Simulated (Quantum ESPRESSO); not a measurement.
Input and output of a self-consistent single point for LuHO2 (Pmn2_1, 8 atoms in the cell) (Quantum ESPRESSO).

Level of theory: LDA (PZ), PSlibrary ultrasoft (LDA) pseudopotentials (plane waves; Quantum ESPRESSO).

The change in words: lattice scaled by 0.98. Reference geometry:
```yaml
crystal:
  lattice:
    - [3.35851, 0.00000, 0.00000]
    - [0.00000, 4.72909, 0.00000]
    - [0.00000, 0.00000, 5.30650]
  atoms:
    - { symbol: Lu, position: [0.00000, 0.72145, 0.98413] }
    - { symbol: Lu, position: [0.50000, 0.27855, 0.48413] }
    - { symbol: H, position: [0.50000, 0.18768, 0.96171] }
    - { symbol: H, position: [0.00000, 0.81232, 0.46171] }
    - { symbol: O, position: [0.50000, 0.01517, 0.85082] }
    - { symbol: O, position: [0.00000, 0.98483, 0.35082] }
    - { symbol: O, position: [0.00000, 0.51551, 0.62612] }
    - { symbol: O, position: [0.50000, 0.48449, 0.12612] }
```

Reference input (self-consistent single point, DFT, LDA (PZ), plane waves, PSlibrary ultrasoft (LDA) pseudopotentials): ecutwfc = 55 Ry; ecutrho = 440 Ry; occupations = smearing; smearing = fd; degauss = 0.000734986 Ry; K_POINTS = automatic 7 5 4 0 0 0; conv_thr = 1e-10 Ry; mixing_beta = 0.3. This run's input differs from it in these lines:

```diff
@@ -10,5 +10,5 @@
    ibrav = 8
-   A = 3.3585100000
-   B = 4.7290900000
-   C = 5.3065000000
+   A = 3.2913400000
+   B = 4.6345080000
+   C = 5.2003700000
    nat = 8
```

Output, abridged:

```
     Self-consistent Calculation

     iteration #  1     ecut=    55.00 Ry     beta= 0.30

     total energy              =    -382.46663050 Ry
     estimated scf accuracy    <       1.86257048 Ry

     iteration #  2     ecut=    55.00 Ry     beta= 0.30

     total energy              =    -382.68845004 Ry
     estimated scf accuracy    <       0.16139281 Ry

     iteration #  3     ecut=    55.00 Ry     beta= 0.30

     total energy              =    -382.78318943 Ry
     estimated scf accuracy    <       0.09156632 Ry

   [... 14 blocks of this kind left out ...]

     iteration # 18     ecut=    55.00 Ry     beta= 0.30

     total energy              =    -382.79135251 Ry
     estimated scf accuracy    <          1.4E-09 Ry

     iteration # 19     ecut=    55.00 Ry     beta= 0.30
     End of self-consistent calculation

     the Fermi energy is     9.1539 ev

!    total energy              =    -382.79135251 Ry
     estimated scf accuracy    <          2.4E-11 Ry
     smearing contrib. (-TS)   =       0.00000000 Ry
     internal energy E=F+TS    =    -382.79135251 Ry

     convergence has been achieved in  19 iterations

     Forces acting on atoms (cartesian axes, Ry/au):

     atom    1 type  1   force =     0.00000000    0.00369275    0.00058767
     atom    2 type  1   force =     0.00000000   -0.00369275    0.00058767
     atom    3 type  2   force =     0.00000000    0.04744767    0.03428855
     atom    4 type  2   force =     0.00000000   -0.04744767    0.03428855
     atom    5 type  3   force =     0.00000000   -0.04904653   -0.03427389
   [... lines left out ...]

     Total force =     0.118510     Total SCF correction =     0.000004

          total   stress  (Ry/bohr**3)                   (kbar)     P=       16.85
  -0.00001555   0.00000000   0.00000000           -2.29        0.00        0.00
   0.00000000   0.00025222   0.00000000            0.00       37.10        0.00
   0.00000000   0.00000000   0.00010699            0.00        0.00       15.74

   JOB DONE.
```

The run converged in 19 iterations. Against the reference run the free energy drops by 12.1 meV/atom, the pressure goes from -8.22 to 1.69 GPa, the largest force goes from 0.846 to 1.538 eV/Å and the gap on the mesh goes from 4.845 to 5.236 eV. The full log also holds: “c_bands:  2 eigenvalues not converged”.

The starting cell comes from a database of computed structures (which also holds hypothetical and non-ambient phases and stackings), without a prior relaxation at this level. For this run, on top of that: lattice scaled by 0.98. Spin-orbit coupling is off. Forces in this geometry exceed 1 eV/Å.

Cost on one core of a shared machine: roughly 80 s.
